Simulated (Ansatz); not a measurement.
Given:

```
CELL_PARAMETERS angstrom
      2.12506     1.22690     9.76965
     -2.12506     1.22690     9.76965
      0.00000    -2.45381     9.76965
ATOMIC_POSITIONS crystal
  Bi 0.40111 0.40111 0.40111
  Bi 0.59889 0.59889 0.59889
  Te 0.00000 0.00000 0.00000
  Te 0.20580 0.20580 0.20580
  Te 0.79420 0.79420 0.79420
```

No spin polarisation.

Computed with PBE-D3(BJ) (Ansatz, a first-principles code), spin-orbit coupling left out. k-mesh 9×9×9 (Γ-centred); smearing 0.05 eV (Fermi–Dirac).

Task: What is the computed width of the top valence band?

Result: 2.19 eV.

Task: What is the computed band gap?

Result: 0.24 eV.

Task: Predict the gap character.

Result: Direct at Γ.

With Bi and Te present, leaving out spin-orbit coupling can change the band edges. Load acts through the strain it causes; cell and atoms are relaxed under it. Stability against distortions was not tested. No other phases were tried under pressure. The cell was made from Bi$_{2}$Te$_{3}$ in the Bi2Te3 type structure (space group R-3m, No. 166) by this change: pressure 5 GPa. The zero or small gap of Bi2Te3 can change with the level of theory.
